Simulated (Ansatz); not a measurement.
AgNbO3 (Cmcm, No. 63, 20 atoms in the cell; start mp-1205362; a measured phase of this formula has another space group), treated with PBEsol+SOC (Ansatz, a quantum-chemistry and plane-wave program, plane waves, PAW).

Run with plane-wave cutoff 520 eV, 6×6×4 k mesh (along the axes of the cell as run), Fermi–Dirac smearing 0.01 eV, PAW data made under PBE.

Cell (relaxed with PBEsol):

```cif
data_Ag4Nb4O12
_chemical_formula_sum 'Nb4 Ag4 O12'
_space_group_name_H-M_alt 'P 1'
_space_group_IT_number 1
_cell_length_a 5.50655
_cell_length_b 5.50655
_cell_length_c 7.85000
_cell_angle_alpha 90.000
_cell_angle_beta 90.000
_cell_angle_gamma 90.606
loop_
_space_group_symop_operation_xyz
  'x, y, z'
loop_
_atom_site_label
_atom_site_type_symbol
_atom_site_fract_x
_atom_site_fract_y
_atom_site_fract_z
_atom_site_occupancy
Nb1 Nb 0.50000 0.00000 0.00000 1
Nb2 Nb 0.50000 0.00000 0.50000 1
Nb3 Nb 0.00000 0.50000 0.00000 1
Nb4 Nb 0.00000 0.50000 0.50000 1
Ag1 Ag 0.00724 0.99276 0.75000 1
Ag2 Ag 0.99276 0.00724 0.25000 1
Ag3 Ag 0.50452 0.49548 0.75000 1
Ag4 Ag 0.49548 0.50452 0.25000 1
O1 O 0.70182 0.70182 0.00000 1
O2 O 0.29818 0.29818 0.00000 1
O3 O 0.29818 0.29818 0.50000 1
O4 O 0.70182 0.70182 0.50000 1
O5 O 0.79497 0.20503 0.96126 1
O6 O 0.20503 0.79497 0.03874 1
O7 O 0.20503 0.79497 0.46126 1
O8 O 0.79497 0.20503 0.53874 1
O9 O 0.45190 0.96973 0.75000 1
O10 O 0.54810 0.03027 0.25000 1
O11 O 0.96973 0.45190 0.25000 1
O12 O 0.03027 0.54810 0.75000 1
```

**Question.** Predict the band gap and Γ–Γ gap.

**Answer.** 
band gap: 0.84 eV (on the SCF k mesh)
Γ–Γ gap: 1.26 eV

The computed numbers hold no vibrational or temperature effects.

Computing time: very roughly 9 core-minutes.

A start named mp-… is a Materials Project structure, which need not be a measured phase.
